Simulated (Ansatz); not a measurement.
# Re, response to strain

Start from Re in the hcp (Mg type) structure (space group P6_3/mmc, No. 194; a = 2.751 Å, c = 4.441 Å). Axes: x lies along a and z along c of the hexagonal cell.

Strains are applied to the cell and any free atomic positions relax; under biaxial strain the out-of-plane vector relaxes too; under stress the whole cell relaxes.

Computed with PBEsol/PAW in Ansatz (a first-principles code), scalar-relativistic without spin-orbit coupling.

```tsv
case	space group	volume per atom
base	P6_3/mmc (No. 194)	14.55 Å³
biaxial strain +0.26 %, plane normal [001], relaxed out of plane	P6_3/mmc (No. 194)	14.60 Å³
biaxial strain +0.65 %, plane normal [001], relaxed out of plane	P6_3/mmc (No. 194)	14.68 Å³
isotropic strain +3.79 %	P6_3/mmc (No. 194)	16.27 Å³
uniaxial stress, 1 GPa compression along x	Cmcm (No. 63)	14.54 Å³
uniaxial stress, 8 GPa compression along x	Cmcm (No. 63)	14.46 Å³
```

Without a gap, meshes like the base's 19×19×11 leave anisotropic stresses uncertain by several tenths of a GPa, and small strain energies with them. Stability under load was not tested beyond the relaxation. The final runs are not spin-polarised.
